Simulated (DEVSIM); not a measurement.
System: Al/La2O3/SiO2/p-Si capacitor, at 400 K.

| layer (left to right) | material | thickness (nm) | Na (cm⁻³) |
|---|---|---|---|
| 1 | La2O3 | 2.90 | - |
| 2 | SiO2 | 0.960 | - |
| 3 | Si | 370 | 2.4e18 |

Metal gate on the left, work function 4.1 eV. Fixed charge at the semiconductor interface 5.4e10 cm⁻² (in units of +e); interface traps 1e10 cm⁻² eV⁻¹, uniform in energy, neutral level at 0.7 of the gap above the valence band.

This is a model device: material constants are rounded textbook-type values typed into the input, and sizes, dopings and lifetimes were drawn at random. Values at 300 K; Nc and Nv go as T^1.5, mobilities as T to minus their exponent, the gap by Varshni's rule with the affinity fixed.

```tsv
parameter	La2O3	SiO2	Si
gap (eV)	5.8	9	1.124
affinity (eV)	1.8	0.9	4.05
permittivity	27	3.9	11.7
Nc (cm⁻³)	-	-	2.86e19
Nv (cm⁻³)	-	-	3.1e19
Varshni α (eV/K)	-	-	0.000473
Varshni β (K)	-	-	636
```

Simulated with DEVSIM: 1D Poisson equation in equilibrium, Boltzmann statistics, complete ionisation; no quantum confinement or tunnelling. Metal contacts follow the ideal Schottky-Mott rule: no Fermi-level pinning, no interface dipoles.

Q: Tabulate band edges, carrier densities and field at -0.2 V on the gate.

A: Energies count from the Fermi level of the right contact; mesh points crowd at the junctions.

```
x (μm)     Ec (eV)  Ev (eV)  n (cm⁻³)  p (cm⁻³)  field (V/cm)
---------  -------  -------  --------  --------  ------------
0.000        2.500   -3.300     < 1e2     < 1e2        250000
0.0007576    2.519   -3.281     < 1e2     < 1e2        250000
0.001546     2.539   -3.261     < 1e2     < 1e2        250000
0.002364     2.559   -3.241     < 1e2     < 1e2        250000
0.003219     3.531   -5.469     < 1e2     < 1e2       1700000
0.003560     3.591   -5.410     < 1e2     < 1e2       1700000
0.004221     0.513   -0.583    1.5e13    2.1e12        580000
0.006010     0.610   -0.486    9.0e11    3.6e13        510000
0.008776     0.737   -0.360    2.3e10    1.4e15        410000
0.01385      0.895   -0.201     2.3e8    1.4e17        220000
0.02247      0.985   -0.112     1.7e7    1.9e18         28000
0.04708      0.993   -0.103     1.3e7    2.4e18            10
0.08139      0.993   -0.103     1.3e7    2.4e18           ≈ 0
0.1470       0.993   -0.103     1.3e7    2.4e18           ≈ 0
0.2664       0.993   -0.103     1.3e7    2.4e18           ≈ 0
0.3138       0.993   -0.103     1.3e7    2.4e18           ≈ 0
0.3416       0.993   -0.103     1.3e7    2.4e18           ≈ 0
0.3568       0.993   -0.103     1.3e7    2.4e18           ≈ 0
0.3666       0.993   -0.103     1.3e7    2.4e18           ≈ 0
0.3705       0.993   -0.103     1.3e7    2.4e18           ≈ 0
0.3725       0.993   -0.103     1.3e7    2.4e18           ≈ 0
0.3739       0.993   -0.103     1.3e7    2.4e18           ≈ 0
```
